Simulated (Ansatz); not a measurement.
Method: PBE (plane waves to 420 eV, PAW; Ansatz, a program for electronic structure).

Planar average of the electrostatic potential across the slab, in eV from the Fermi level, for the (111)A surface of zinc-blende ZnSe, Zn-terminated, 2x2 with 3 H on 4 top atoms (bottom of the slab: 2 H on 4 bottom sites):

```csv
z (Å),V (eV)
3.89,5.16
4.17,5.16
4.44,5.16
4.72,5.16
5.00,5.16
5.28,5.16
5.56,5.16
5.83,5.16
6.11,5.16
6.39,5.16
6.67,5.15
6.94,5.13
7.22,5.10
7.50,5.01
7.78,4.81
8.06,4.30
8.33,3.34
8.61,2.37
8.89,1.12
9.17,-0.66
9.44,-2.07
9.72,-4.04
10.00,-6.04
10.28,-6.55
10.56,-5.41
10.83,-2.66
11.11,0.37
11.39,2.79
11.67,3.46
11.94,2.84
12.22,0.58
12.50,-1.15
12.78,-2.30
13.06,-4.36
13.33,-6.48
13.61,-6.85
13.89,-4.69
14.17,-2.04
14.44,0.87
14.72,3.10
15.00,3.63
15.28,2.80
15.56,0.48
15.83,-1.11
16.11,-2.21
16.39,-4.25
16.67,-6.31
16.94,-6.51
17.22,-4.39
17.50,-1.83
17.78,1.05
18.06,3.25
18.33,3.71
18.61,2.71
18.89,0.24
19.17,-1.61
19.44,-2.80
19.72,-3.86
20.00,-5.07
20.28,-4.72
20.56,-2.77
20.83,-0.91
21.11,1.35
21.39,3.76
21.67,5.14
21.94,5.10
22.22,5.15
22.50,6.09
22.78,6.56
23.06,6.75
23.33,6.84
23.61,6.88
23.89,6.89
24.17,6.90
24.44,6.90
24.72,6.90
25.00,6.90
25.28,6.90
25.56,6.90
25.83,6.90
26.11,6.90
26.39,6.90
```

Slab: 37 atoms, 13.9 Å thick at the start with caps and adatoms (thin: gaps and levels are the slab's own); k 3x3x1, smearing 0.025 eV, dipole-corrected; 8 atoms held, the rest relaxed; start symmetry kept, larger cells not searched; spin-polarised, ending with about 0.5 μB a cell, a value that depends on the mesh; orders that need a larger cell were not tried, no spin-orbit, no U. The slab shows no gap over 0.04 eV on its mesh. It is one candidate, not shown to be the stable structure of the face.

### Question
The surface cell has an area of 56.96 Å². What dipole along the normal does the step between the two vacuum levels imply?

### Answer
the top vacuum level lies 1.74 eV above the bottom one; p = −ε₀ A ΔV (ε₀ = 0.005526 e/(V·Å)) gives -0.55 e·Å a cell.
